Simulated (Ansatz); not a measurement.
Start from an 8-atom supercell of GeS in the GeS type structure (space group Pnma, No. 62; a = 10.661 Å, b = 3.681 Å, c = 4.356 Å; layered, stacked along the Cartesian x axis) at its relaxed geometry.

The values are results of DFT with PBE-D3(BJ), PAW potentials and a 420 eV plane-wave cutoff in Ansatz (an electronic-structure program), no spin-orbit coupling, not measurements.

Before the change:

```
Quantity   Result
--------  -------
Pressure  0.0 GPa
```

The change: a neutral As on a Ge site, atoms relaxed at fixed cell, starting from a slightly rattled geometry.

Problem. How does this affect the pressure, shift of the substituted atom off its lattice site and largest displacement of a host atom from its site in the perfect cell?

Solution. The pressure goes from zero to -1.0 GPa; the shift of the substituted atom off its lattice site amounts to 0.32 Å; the largest displacement of a host atom from its site in the perfect cell comes out as 0.25 Å.

The magnetic state is the one reached from the starting moments; the real material's order can differ, and small cells can't hold many antiferromagnetic ones. The cell is small, so the values are those of an ordered compound at a high defect concentration; dilute-limit values will differ. A case with no gap was solved on a k-mesh chosen for an insulator, which is coarse for it. Starting moments died away, wholly or in part, for As on a Ge site; another magnetic solution may exist. The defect cell is spin-polarised and ends with 0.0 μB. The program warned that a D3 coordination switch lies within reach, so dispersion energies are less smooth here.
